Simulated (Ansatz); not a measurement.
The starting structures come from a database of crystals and need not be the phases stable at ambient conditions.

**Evanescent states of Cd(CoO$_{2}$)$_{2}$ (Fd-3m, spinel, not sure to be the ambient phase, 14 atoms a cell, 10.4 Å³ an atom) along the normal of (111)**

The numbers are results of r2SCAN (plane waves, PAW; Ansatz, a quantum-chemistry and plane-wave program), not measurements.

The gap is the functional's own, uncorrected, and κ follows it; spin-orbit coupling is left out. Mid-gap values are interpolated between the computed energies.

Energies count from the valence-band top; κ is the least over a 6×6 mesh across the current.

| E (eV) | κ (1/Å) | where |
|---|---|---|
| 0.04 | 0.205 | off Γ |
| 0.14 | 0.306 | off Γ |
| 0.23 | 0.350 | off Γ |
| 0.32 | 0.355 | off Γ |
| 0.41 | 0.356 | off Γ |
| 0.49 | 0.353 | off Γ |
| 0.58 | 0.348 | off Γ |
| 0.68 | 0.341 | off Γ |
| 0.77 | 0.331 | off Γ |
| 0.85 | 0.319 | off Γ |
| 0.94 | 0.304 | off Γ |
| 1.03 | 0.287 | off Γ |
| 1.12 | 0.266 | off Γ |
| 1.22 | 0.241 | off Γ |
| 1.30 | 0.210 | off Γ |
| 1.40 | 0.170 | off Γ |
| 1.49 | 0.109 | off Γ |

How thick must the barrier be to attenuate the transmission by 10^6 when the electrodes' Fermi level lies at 1.30 eV, and what attenuation does that film give at 0.94 eV?

d = 6 ln 10 / (2 × 0.210) = 32.9 Å. At 0.94 eV it gives 6 × 0.304/0.210 = 8.7 decades.
